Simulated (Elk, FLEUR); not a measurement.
An Elk input for a self-consistent single point of Y (P6_3/mmc, 2 atoms in the cell) (DFT, PBE, all-electron FP-LAPW, Elk's shipped species files, APW+lo basis with extra local orbitals):

```
tasks
  0

xctype
  20

spinpol
  .true.

reducebf
  0.5

rgkmax
  8.0

gmaxvr
  16.0

nxlo
  2

lorbcnd
  .true.

lmaxi
  2

nempty
  12

swidth
  0.00367493

maxscl
  100

scale
  6.902044584

avec
    1.0000000000   -0.0000000496    0.0000000000
   -0.4999999571    0.8660254286    0.0000000000
    0.0000000000    0.0000000000    1.6140144589

sppath
  './'

atoms
  1
  'Y.in'
  2
  0.3333333333  0.6666666667  0.2500000000    0.0 0.0 -0.5
  0.6666666667  0.3333333333  0.7500000000    0.0 0.0 -0.5

ngridk
  11 11 6
```

Give the FLEUR input for the same structure, mesh, smearing and functional.

This is the input that was run; spellings and numerical settings could be chosen otherwise.

Input of the input generator:

```
scf Y
&input film=f /
6.9020445844 -0.0000003421 0.0000000000
-3.4510219960 5.9773461192 0.0000000000
0.0000000000 0.0000000000 11.1399997554
1.0
1.0 1.0 1.0

2
39 0.3333333333 0.6666666667 0.2500000000 : 1.00
39 0.6666666667 0.3333333333 0.7500000000 : 1.00

&comp jspins=2 /
&kpt div1=11 div2=11 div3=6 gamma=t /
&end /
```

```xml
<?xml version="1.0" encoding="UTF-8" standalone="no"?>
<fleurInput fleurInputVersion="0.39">
   <comment>
      scf Y                                                                                               
   </comment>
   <calculationSetup>
      <cutoffs Kmax="3.8" Gmax="11.4" GmaxXC="11.4" numbands="0"/>
      <scfLoop itmax="100" minDistance="0.00001" maxIterBroyd="40" imix="Anderson" alpha="0.05" precondParam="0.0" spinf="2.0"/>
      <coreElectrons ctail="T" frcor="F" kcrel="0" coretail_lmax="0"/>
      <xcFunctional name="pbe" relativisticCorrections="F"/>
      <magnetism jspins="2"/>
      <soc l_soc="F" theta="0.0" phi="0.0" spav="F"/>
      <expertModes spex="0" secvar="F"/>
      <geometryOptimization l_f="T" forcealpha="1.0" forcemix="BFGS" epsdisp="0.00001" epsforce="0.00001"/>
      <ldaU l_linMix="F" mixParam="0.05" spinf="1.0"/>
   </calculationSetup>
   <cell>
      <bzIntegration valenceElectrons="22.0" mode="hist" fermiSmearingEnergy="0.00367493">
         <kPointListSelection listName="default-1"/>
         <!-- k-points included here -->
         <xi:include xmlns:xi="http://www.w3.org/2001/XInclude" href="kpts.xml"> </xi:include>
      </bzIntegration>
      <!-- symmetry operations included here -->
      <xi:include xmlns:xi="http://www.w3.org/2001/XInclude" href="sym.xml"> </xi:include>
      <bulkLattice scale="1.0">
         <bravaisMatrix>
            <row-1>    6.9020445843999996    -0.0000003421000000     0.0000000000000000</row-1>
            <row-2>   -3.4510219960000001     5.9773461191999999     0.0000000000000000</row-2>
            <row-3>    0.0000000000000000     0.0000000000000000    11.1399997553999999</row-3>
         </bravaisMatrix>
      </bulkLattice>
   </cell>
   <atomSpecies>
      <species name="Yttrium (Y1.000" element="Y" atomicNumber="39">
         <mtSphere radius="2.68" gridPoints="925" logIncrement="0.014"/>
         <atomicCutoffs lmax="10" lnonsphr="8"/>
         <electronConfig flipSpins="F">
            <coreConfig>(1s1/2) (2s1/2) (2p1/2) (2p3/2) (3s1/2) (3p1/2) (3p3/2) (3d3/2) (3d5/2)</coreConfig>
            <valenceConfig>(4s1/2) (4p1/2) (4p3/2) (5s1/2) (4d3/2) (4d5/2)</valenceConfig>
            <stateOccupation state="(4d3/2)" spinUp="0.4" spinDown="0.0"/>
            <stateOccupation state="(4d5/2)" spinUp="0.6" spinDown="0.0"/>
         </electronConfig>
         <energyParameters s="5" p="5" d="4" f="4"/>
         <lo type="SCLO" l="0" n="4" eDeriv="0"/>
         <lo type="SCLO" l="1" n="4" eDeriv="0"/>
      </species>
   </atomSpecies>
   <atomGroups>
      <atomGroup species="Yttrium (Y1.000">
         <relPos label="                   1">1.000/3.000 -1.000/3.000 1.000/4.000</relPos>
         <relPos label="                   2">-1.000/3.000 1.000/3.000 -1.000/4.000</relPos>
         <force calculate="T" relaxXYZ="TTT"/>
      </atomGroup>
   </atomGroups>
   <output dos="F" band="F" slice="F">
      <checks vchk="F" cdinf="F"/>
      <bandDOS minEnergy="-.5*Htr" maxEnergy="0.5*Htr" sigma="0.015" storeEVData="T"/>
      <vacuumDOS vacdos="F" integ="F" star="F" nstars="0" locx1="0.0" locy1="0.0" locx2="0.0" locy2="0.0" nstm="0" tworkf="0.0"/>
      <unfoldingBand unfoldBand="F" supercellX="1" supercellY="1" supercellZ="1"/>
      <plotting iplot="0" polar="F">
         <plot TwoD="T" vec1="  1.0  0.0  0.0" vec2="  0.0  1.0  0.0" vec3="  0.0  0.0  1.0" zero="  0.0  0.0  0.0" file="plot"/>
      </plotting>
      <chargeDensitySlicing numkpt="0" minEigenval="0.0" maxEigenval="0.0" nnne="0" pallst="F"/>
      <specialOutput eonly="F"/>
      <magneticCircularDichroism mcd="F" energyLo="-10.0" energyUp="0.0"/>
   </output>
  <!-- We include the file relax.xml here to enable relaxations (see documentation) -->
  <xi:include xmlns:xi="http://www.w3.org/2001/XInclude" href="relax.xml"> <xi:fallback/> </xi:include>
</fleurInput>
```

Basis, cutoffs, solver keys and any potentials are the target program's own. This input uses DFT, PBE, all-electron FLAPW (FLEUR), scalar-relativistic valence. Both were run: size of the net moment 0.00 μB/atom in Elk and 0.00 in FLEUR.

On FLEUR: the starting cell comes from a database of computed structures (which also holds hypothetical and non-ambient phases and stackings), without a prior relaxation at this level. Its lattice was rescaled by a random factor within 2.5 % of one. The starting moments vanished: the run ended non-magnetic. Values depend on the basis (sphere radii, cutoffs, local orbitals), which need not be converged.

On Elk: the starting cell comes from a database of computed structures (which also holds hypothetical and non-ambient phases and stackings), without a prior relaxation at this level. Its lattice was rescaled by a random factor within 2.5 % of one. The starting moments vanished: the run ended non-magnetic. Values depend on the basis (sphere radii, cutoffs, local orbitals), which need not be converged.
